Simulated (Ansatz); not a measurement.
Band structure of NiN (P6_3mc, 4 atoms in the cell).

```
CELL_PARAMETERS angstrom
      3.03347     0.00000     0.00000
     -1.51673     2.62706     0.00000
      0.00000     0.00000     5.07046
ATOMIC_POSITIONS crystal
  Ni 0.33333 0.66667 0.37305
  Ni 0.66667 0.33333 0.87305
  N  0.33333 0.66667 0.00196
  N  0.66667 0.33333 0.50196
```

Level of theory: PBEsol, PAW files made with PBE (plane waves; Ansatz, an electronic-structure program).

Settings: kpoints.mp_grid.grid = 16 16 9; hamiltonian.xc = pbesol; hamiltonian.pseudopotentials = {kind: paw} (the program's default PAW files); scf.occupations.method = fermi_dirac; scf.occupations.width = 0.1 eV; kpoints.band_path.npoints = 8.

The starting cell comes from a database of computed structures (which also holds hypothetical and non-ambient phases and stackings), without a prior relaxation at this level. Spin polarisation is off, so a magnetic state, if there is one, cannot be reached.

Levels in eV from the Fermi level, bands 19 to 26:
```json
[
 {"point": "Γ", "19": "-2.13", "20": "-2.13", "21": "-1.78", "22": "1.21", "23": "1.21", "24": "2.27", "25": "2.52", "26": "2.52"},
 {"point": "M", "19": "-2.17", "20": "-1.99", "21": "-1.90", "22": "-1.43", "23": "-1.10", "24": "-0.88", "25": "0.65", "26": "1.23"},
 {"point": "K", "19": "-2.67", "20": "-2.62", "21": "-1.77", "22": "-0.91", "23": "-0.91", "24": "-0.15", "25": "-0.15", "26": "-0.10"},
 {"point": "A", "19": "-2.32", "20": "-2.32", "21": "0.15", "22": "0.15", "23": "1.85", "24": "1.85", "25": "1.85", "26": "1.85"},
 {"point": "L", "19": "-2.12", "20": "-2.12", "21": "-1.70", "22": "-1.70", "23": "0.22", "24": "0.22", "25": "0.26", "26": "0.26"},
 {"point": "H", "19": "-1.80", "20": "-1.80", "21": "-1.45", "22": "-1.45", "23": "-1.03", "24": "-1.03", "25": "0.34", "26": "0.34"}
]
```

Bands cross the Fermi level along this path, so the cell is metallic at this level.

Keys are those of Ansatz 0.2.
